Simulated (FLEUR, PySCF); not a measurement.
A PySCF input for a self-consistent single point of Si (Fd-3m, 2 atoms in the cell) (DFT PBE, Gaussian basis gth-dzvp-molopt-sr, GTH pseudopotentials gth-pbe, FFT density fitting with multigrid):

```python
import numpy as np
from pyscf.pbc import gto, scf, dft

cell = gto.Cell()
cell.a = np.array([[0, 5.1507528, 5.1507528],
              [5.1507528, 0, 5.1507528],
              [5.1507528, 5.1507528, 0]])
cell.atom = [
    ('Si', (2.5753764, 2.5753764, 2.5753764)),
    ('Si', (0, 0, 0)),
]
cell.unit = 'Bohr'
cell.basis = 'gth-dzvp-molopt-sr'
cell.pseudo = 'gth-pbe'
cell.ke_cutoff = 50
cell.precision = 1e-06
cell.max_memory = 2000
cell.verbose = 4
cell.build()

kpts = cell.make_kpts([8, 8, 8])
kmf = dft.KRKS(cell, kpts).multigrid_numint()
kmf.xc = 'pbe'
kmf.conv_tol = 1e-08
kmf.max_cycle = 80
kmf.diis_start_cycle = 3
kmf.damp = 0.5
kmf = scf.addons.smearing_(kmf, sigma=0.000734986, method='fermi')
kmf.kernel()

res = dict(e_tot=kmf.e_tot, converged=kmf.converged, nao=cell.nao, mesh=cell.mesh, nelectron=cell.nelectron)
res.update(e_free=kmf.e_free, e_zero=kmf.e_zero)
np.savez('results.npz', **res)
eps, occ = np.array(kmf.mo_energy), np.array(kmf.mo_occ)
nk = len(kmf.kpts)
res.update(mo_energy=eps, mo_occ=occ)
print('electrons per cell = %.6f' % (occ.sum() / nk))
full = 1.0
print('highest filled level = %.6f Ha, lowest empty level = %.6f Ha' % (eps[occ > full].max(), eps[occ <= full].min()))
np.savez('results.npz', **res)
```

Problem. Translate this input to FLEUR.

Solution. One input that does it (others would too):

Input of the input generator:

```
Si crystal
&input film=f /
0.0000000000 2.7256610000 2.7256610000
2.7256610000 0.0000000000 2.7256610000
2.7256610000 2.7256610000 0.0000000000
1.8897261246
1.0 1.0 1.0

2
14 0.2500000000 0.2500000000 0.2500000000
14 0.0000000000 0.0000000000 0.0000000000

&comp jspins=1 /
&kpt div1=8 div2=8 div3=8 gamma=t /
&end /
```

```xml
<?xml version="1.0" encoding="UTF-8" standalone="no"?>
<fleurInput fleurInputVersion="0.39">
   <comment>
      Si crystal                                                                                          
   </comment>
   <calculationSetup>
      <cutoffs Kmax="3.9" Gmax="13.7" GmaxXC="13.7" numbands="0"/>
      <scfLoop itmax="80" minDistance="0.00001" maxIterBroyd="40" imix="Anderson" alpha="0.05" precondParam="0.0" spinf="2.0"/>
      <coreElectrons ctail="T" frcor="F" kcrel="0" coretail_lmax="0"/>
      <xcFunctional name="pbe" relativisticCorrections="F"/>
      <magnetism jspins="1"/>
      <soc l_soc="F" theta="0.0" phi="0.0" spav="F"/>
      <expertModes spex="0" secvar="F"/>
      <geometryOptimization l_f="T" forcealpha="1.0" forcemix="BFGS" epsdisp="0.00001" epsforce="0.00001"/>
      <ldaU l_linMix="F" mixParam="0.05" spinf="1.0"/>
   </calculationSetup>
   <cell>
      <bzIntegration valenceElectrons="8.0" mode="hist" fermiSmearingEnergy="0.00073499">
         <kPointListSelection listName="default-1"/>
         <!-- k-points included here -->
         <xi:include xmlns:xi="http://www.w3.org/2001/XInclude" href="kpts.xml"> </xi:include>
      </bzIntegration>
      <!-- symmetry operations included here -->
      <xi:include xmlns:xi="http://www.w3.org/2001/XInclude" href="sym.xml"> </xi:include>
      <bulkLattice scale="1.0">
         <bravaisMatrix>
            <row-1>    0.0000000000000000     5.1507527985033601     5.1507527985033601</row-1>
            <row-2>    5.1507527985033601     0.0000000000000000     5.1507527985033601</row-2>
            <row-3>    5.1507527985033601     5.1507527985033601     0.0000000000000000</row-3>
         </bravaisMatrix>
      </bulkLattice>
   </cell>
   <atomSpecies>
      <species name="Silicon (Si)" element="Si" atomicNumber="14">
         <mtSphere radius="2.08" gridPoints="717" logIncrement="0.016"/>
         <atomicCutoffs lmax="8" lnonsphr="6"/>
         <electronConfig flipSpins="F">
            <coreConfig>(1s1/2) (2s1/2) (2p1/2) (2p3/2)</coreConfig>
            <valenceConfig>(3s1/2) (3p1/2) (3p3/2)</valenceConfig>
            <stateOccupation state="(3p1/2)" spinUp="0.3333333333333" spinDown="0.3333333333333"/>
            <stateOccupation state="(3p3/2)" spinUp="0.6666666666667" spinDown="0.6666666666667"/>
         </electronConfig>
         <energyParameters s="3" p="3" d="3" f="4"/>
      </species>
   </atomSpecies>
   <atomGroups>
      <atomGroup species="Silicon (Si)">
         <relPos label="                   1">1.000/8.000 1.000/8.000 1.000/8.000</relPos>
         <relPos label="                   2">-1.000/8.000 -1.000/8.000 -1.000/8.000</relPos>
         <force calculate="T" relaxXYZ="TTT"/>
      </atomGroup>
   </atomGroups>
   <output dos="F" band="F" slice="F">
      <checks vchk="F" cdinf="F"/>
      <bandDOS minEnergy="-.5*Htr" maxEnergy="0.5*Htr" sigma="0.015" storeEVData="T"/>
      <vacuumDOS vacdos="F" integ="F" star="F" nstars="0" locx1="0.0" locy1="0.0" locx2="0.0" locy2="0.0" nstm="0" tworkf="0.0"/>
      <unfoldingBand unfoldBand="F" supercellX="1" supercellY="1" supercellZ="1"/>
      <plotting iplot="0" polar="F">
         <plot TwoD="T" vec1="  1.0  0.0  0.0" vec2="  0.0  1.0  0.0" vec3="  0.0  0.0  1.0" zero="  0.0  0.0  0.0" file="plot"/>
      </plotting>
      <chargeDensitySlicing numkpt="0" minEigenval="0.0" maxEigenval="0.0" nnne="0" pallst="F"/>
      <specialOutput eonly="F"/>
      <magneticCircularDichroism mcd="F" energyLo="-10.0" energyUp="0.0"/>
   </output>
  <!-- We include the file relax.xml here to enable relaxations (see documentation) -->
  <xi:include xmlns:xi="http://www.w3.org/2001/XInclude" href="relax.xml"> <xi:fallback/> </xi:include>
</fleurInput>
```

Basis, cutoffs, solver keys and any potentials are the target program's own. This input uses DFT, PBE, all-electron FLAPW (FLEUR), scalar-relativistic valence. Both were run: gap on the mesh 0.693 eV in PySCF and 0.635 in FLEUR.

On PySCF: the starting cell comes from a database of computed structures (which also holds hypothetical and non-ambient phases and stackings), without a prior relaxation at this level. Its lattice was rescaled by a random factor within 2.5 % of one. Values carry the incompleteness of an atom-centred basis.

On FLEUR: the starting cell comes from a database of computed structures (which also holds hypothetical and non-ambient phases and stackings), without a prior relaxation at this level. Its lattice was rescaled by a random factor within 2.5 % of one. Values depend on the basis (sphere radii, cutoffs, local orbitals), which need not be converged.
